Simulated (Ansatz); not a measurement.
An Ansatz (an electronic-structure program) run: ZrO2 with a change (O → S); Ansatz, r2SCAN, PAW, cutoff 500 eV, no spin-orbit coupling, earlier PAW set.

Input:

Ansatz 0.2 input:
```yaml
crystal:
  lattice:
    - [4.4101897392, 0, 0]
    - [0, 4.4101897392, 0]
    - [0, 0, 6.4211445865]
  atoms:
    - { symbol: Zr, position: [0, 0, 0] }
    - { symbol: Zr, position: [0.5, 0.5, 0.5] }
    - { symbol: S, position: [0, 0.5, 0.19771809] }
    - { symbol: S, position: [0, 0.5, 0.69771809] }
    - { symbol: S, position: [0.5, 0, 0.30228191] }
    - { symbol: S, position: [0.5, 0, 0.80228191] }
basis: { ecutwfc: 500, ecutrho_ratio: 4, xc_grid: 4, fft_grid_basis: typed }
kpoints: { mp_grid: { grid: [8, 8, 5] } }
hamiltonian:
  xc: r2scan
  dispersion: none
  pseudopotentials: { azcp: { folder: ./paw }, kind: paw }
scf: { occupations: { method: fermi_dirac, width: 0.05 }, convergence: { dr2_threshold: 0.0000000006 } }
output: { forces: true, stress: true }
checkpoint: { write: state.ck, write_every: 1000 }
```

Output (explanatory and most iteration lines left out):

```
Pseudopotential: Zr, paw, valence charge 12
Pseudopotential: S, paw, valence charge 6
Crystal: 6 atoms, lattice volume = 124.890 Å³
Basis set: ecut = 500 eV, 3155 PW (Γ), exchange–correlation on 144×144×192 points (64 copies of the dense FFT grid, shifted against one another)
Bands: 30, of which v1, the nominal top of the filled ones, is band 24 counted from 1 (23 counted from 0)
Symmetry: 16 space group operations
Space group: P42/nmc (ITA 137), of the structure as read, at distance tolerance 5.0e-5 Å
k-points: 45 of 320
Functional: x = r2scan, c = r2scan; τ floored in thin density (d = 2e-4 eV/Å³)
SCF iter   1: F=—  HF=-12022.502110 eV  |F-HF|=—  |Δ(HF+E_count)|=         —  Δρ=3.56e-2  dr2=1.26e0  dr2_τ=6.59e-2  ethr=2.62e-3  ⟨swp⟩=1.0  Hψ=8492  notcnv=0
SCF iter   2: F=—  HF=-12022.722481 eV  |F-HF|=—  |Δ(HF+E_count)|=   2.20e-1  Δρ=2.22e-2  dr2=5.12e-1  dr2_τ=1.16e-2  ethr=2.62e-3  ⟨swp⟩=2.0  Hψ=1618  notcnv=0
SCF 1 converged in 9 iterations: F = -12022.779716 eV  dr2 = 4.00e-10
SCF converged after 9 iterations
Free energy (F): -12022.779716 eV
Internal energy: -12022.779715 eV  (E = F + TS)
E sigma→0 (E₀):  -12022.779716 eV
Entropy (-TS):   -0.000000 eV (-0.000 meV/atom)
Fermi energy:    9.258204 eV
--- Forces (eV/Å), atoms counted from 1 ---
  atom   1  Zr     0.00000000     0.00000000    -0.00000000
  atom   2  Zr     0.00000000     0.00000000     0.00000000
  atom   3  S      0.00000000     0.00000000    -0.00033454
  atom   4  S      0.00000000     0.00000000    -0.00033454
  atom   5  S      0.00000000     0.00000000     0.00033454
  atom   6  S      0.00000000     0.00000000     0.00033454
--- Stress (GPa, compression-positive) ---
        0.001305       0.000000       0.000000
        0.000000       0.001305       0.000000
        0.000000       0.000000      -0.005658
  P = ⅓ Tr σ = -0.0010 GPa (-0.010 kbar)
```

Whether these cells are dynamically stable was not tested. The cell was made from ZrO2 by this change: O → S; the result is a hypothetical phase, not in the database extracts checked.
